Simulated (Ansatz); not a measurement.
**BaTe, pressure series**

The parent structure is BaTe in the rock salt structure (space group Fm-3m, No. 225; a = 7.065 Å).

Cell and atoms are relaxed at each pressure.

Level of theory: PBE (Ansatz, a quantum-chemistry and plane-wave program), no spin-orbit coupling.

Two rows of this table had their results exchanged by mistake.

```
pressure          volume per atom (Å³)  shortest distance (Å)  band gap
----------------  --------------------  ---------------------  --------
pressure −2 GPa                  47.93                  3.633   1.79 eV
pressure −1 GPa                  36.89                  3.329   1.24 eV
pressure 0.3 GPa                 43.64                  3.521   1.64 eV
pressure 0.7 GPa                 43.06                  3.505   1.61 eV
pressure 1.5 GPa                 42.04                  3.477   1.56 eV
pressure 3 GPa                   40.41                  3.432   1.47 eV
pressure 5 GPa                   38.65                  3.381   1.36 eV
pressure 7.5 GPa                 45.76                  3.577   1.72 eV
pressure 10 GPa                  35.46                  3.285   1.12 eV
```

Question: Which two?

Answer: The rows for pressure −1 GPa and pressure 7.5 GPa: the volume has to fall steadily with pressure, so 45.76 Å³ belongs to pressure −1 GPa and 36.89 Å³ to pressure 7.5 GPa.

With Te present, leaving out spin-orbit coupling can change the band edges. Load acts through the strain it causes; cell and atoms are relaxed under it. Stability against distortions was not tested. No other phases were tried under pressure.
